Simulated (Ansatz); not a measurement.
# Effect of biaxial strain −2.32 %, plane normal [001], relaxed out of plane on MoSi2

Base system: MoSi2 (space group I4/mmm, No. 139; a = 3.1903 Å, c = 7.8225 Å; relaxed with 0.1 eV smearing). Axes: x, y, z lie along a, b, c of the conventional cell.

One thing is altered: biaxial strain −2.32 %, plane normal [001], relaxed out of plane (Cartesian); in-plane vectors clamped, the third vector and the atoms free.

Level of theory: PBEsol (Ansatz, a quantum-chemistry and plane-wave program, PAW, spin-orbit coupling left out), earlier PAW set. k-mesh 25×25×25 (Γ-centred); smearing 0.1 eV (Fermi–Dirac).

| quantity | base | changed | shift |
|---|---|---|---|
| space group | I4/mmm (No. 139) | I4/mmm (No. 139) | – |
| shortest interatomic distance | 2.581 Å | 2.562 Å | -0.019 Å |
| energy relative to the base (free energy F) | 0 meV/atom | +23 meV/atom | +23 meV/atom |
| pressure (mean of the normal stresses, compression positive) | 0.0 GPa | 8.4 GPa | +8.4 GPa |
| band gap | zero | zero | – |
| out-of-plane strain | – | +0.97 % | – |
| ratio −ε⊥/ε∥ | – | 0.42 | – |

No phonon test of stability was made. The final runs are not spin-polarised.
